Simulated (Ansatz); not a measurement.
OsAl (Pm-3m), PBEsol with spin-orbit coupling, DFPT electron-phonon coupling, linearised Boltzmann equation (Ansatz, a quantum-chemistry and plane-wave program). Condition of this run: spin-orbit coupling switched on. Phonon-limited resistivity 7.97 μΩ·cm at 300 K, 10.8 μΩ·cm at 400 K, current-weighted mean free path 8.1 nm, Drude plasma energy 7.73 eV.

Task: What temperature coefficient of resistance follows, and how does it compare with 1/T?

Result: (ρ₄₀₀ − ρ₃₀₀)/(100 K × ρ₃₀₀) = 3.55×10⁻³ K⁻¹, against 1/T = 3.33×10⁻³ K⁻¹ for a resistivity proportional to T. It lies higher because phonons are still being populated at 300 K; impurities would add a constant and lower it.

Task: Estimate the resistivity of a 40 nm square wire with diffuse walls from ρ ≈ ρ₀(1 + 3ℓ/4d).

Result: 1 + 0.75 × 8.1/40 = 1.15, so ρ ≈ 9.18 μΩ·cm and a line 1 μm long has 57.4 Ω. The formula is the free-electron limit for d well above ℓ; grain boundaries add to it.

Task: Estimate the electronic thermal conductivity at 300 K by the Wiedemann-Franz law (L₀ = 2.44×10⁻⁸ W·Ω/K²).

Result: L₀T/ρ = 2.44×10⁻⁸ × 300/(7.97×10⁻⁸) = 91.8 W/(m·K). Inelastic scattering puts the true Lorenz number somewhat under L₀ near and below the Debye temperature.

A metal at this level (no band gap). Only scattering by harmonic phonons is included (no impurities, grain boundaries, electron-electron scattering or thermal expansion). Halving the electron mesh (20x20x20) moves the resistivity by up to 1 % at 300 K, the mean free path by up to 2 %. Smearing 0.20 eV; phonons on a 5x5x5 q mesh, which this run doesn't test.

Computed structure with no diffraction record at hand here (it may be known, metastable or hypothetical): OsAl (Pm-3m).
